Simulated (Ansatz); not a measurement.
Point defect Mo on the Al site in corundum

Calculation: PBE, PAW (plane waves to 420 eV; Ansatz, a first-principles code). Cell: 120 sites, 2×2×1 repeats of a cell of 30 atoms; final energies on a 2×2×2 Γ-centred mesh. Site at the start: the Al site. Finite-size correction: monopole term and site-potential alignment. Dielectric constants: PBE linear response of the host. Host gap at this level: 5.85 eV. These values are not converged in cell size to better than tenths of an eV. Levels are measured in PBE's own, too narrow, gap. Spin–orbit coupling is left out. Each state is the lowest found from its start.

Charges with a result: +2, +1, 0, −1. Others weren't obtained, and one of them could lie lower, also by skipping a charge.

| charge | moment (μB) | point group | largest move off a lattice site (Å) | image correction with alignment (eV) | above the lowest spin state (eV) |
|---|---|---|---|---|---|
| +2 | 1.0 | C1 | 0.15 | 1.12 | 0.00 |
| +1 | 2.0 | C3 | 0.12 | 0.38 | 0.00 |
| +1† | not spin-polarised | – | 0.11 | 0.38 | 0.77 |
| 0 | 3.0 | C3 | 0.17 | 0.00 | 0.00 |
| 0 | 3.0 | C3 | 0.17 | 0.00 | 0.00 |
| −1 | 2.0 | C1 | 0.25 | -0.01 | 0.00 |
| −1† | not spin-polarised | – | 0.21 | -0.01 | 0.75 |

† A state of higher energy that isn't settled.

Point groups are those of the whole cell at tolerances of 0.03 and 0.1 Å ("near" where only the looser one holds); none is given for unsettled states.

Starting moments that weren't kept: charge 0 began with 1 μB and ended with 3.0; charge −1 began with 4 μB and ended with 2.0.

Transition levels above the valence-band maximum: ε(+2/+1) = 1.61 eV; ε(+1/0) = 2.62 eV; ε(0/−1) = 5.39 eV. On the lower envelope of the bound states, inside the gap: (+2/+1) at 1.61 eV; (+1/0) at 2.62 eV; (0/−1) at 5.39 eV.

Flagged in the runs: a host whose relaxation on this sampling wasn't shown to rest.

All states together cost about 9 core-hours (a rough figure).
